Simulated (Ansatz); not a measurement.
Consider the energy of the reaction as written. Reaction: cell B → cell A. The sign is products less reactants.

Cell A: a sheet of composition W, 1 atom, square cell of 2.50 Å (6.2 Å²), symmetry P4/mmm, 0.0 Å thick under 16 Å of vacuum, in-plane vectors relaxed; planes from bottom to top: W; a model cell; spin state with PBE: no moments, k-point mesh 24×24×1.
```yaml
crystal:
  lattice:
    - [2.49563, 0.00000, 0.00000]
    - [0.00000, 2.49563, 0.00000]
    - [0.00000, 0.00000, 16.00000]
  atoms:
    - { symbol: W, position: [0.00000, 0.00000, 0.50000] }
```

Cell B: a sheet of composition W, 1 atom, hexagonal cell of 2.63 Å (6.0 Å²), symmetry P6/mmm, 0.0 Å thick under 16 Å of vacuum, in-plane vectors relaxed; planes from bottom to top: W; a model cell; spin state with PBE: no moments, k-point mesh 30×30×1.
```
CELL_PARAMETERS angstrom
      2.63440     0.00000     0.00000
     -1.31720     2.28146     0.00000
      0.00000     0.00000    16.00000
ATOMIC_POSITIONS crystal
  W  0.00000 0.00000 0.50000
```

Plane-wave PAW calculations with Ansatz (a first-principles code), its PAW set soft_1, cutoff 420 eV, 500 eV for r2SCAN. The structures are at rest with PBE; other levels are single points on them. Neutral cells; Fermi-Dirac smearing of at most 0.10 eV in the solids, energies taken to zero width. The lattices are those relaxed with PBE, so at other levels the solids can be strained, which adds to the spread. A dispersion term (D3(BJ), or D4 for r2SCAN) was computed beside these levels and is taken off wherever the name lacks it. Static lattices, no vibrational contributions. The runs are scalar-relativistic, without spin-orbit coupling. Cell A has symmetry P4/mmm and got no random move, so less symmetric positions, which may lie lower, weren't tried. Cell B has symmetry P6/mmm and got no random move, so less symmetric positions, which may lie lower, weren't tried.

Question: Estimate the value that r2SCAN returns for this input.

Answer: 0.42 eV, for cell B → cell A.

Question: What do the other levels give, and how wide is the spread?

Answer: 
```csv
Method,value (eV),less r2SCAN
PBE,0.42,0.00
```

The levels span only 0.00 eV, too little to tell them apart.
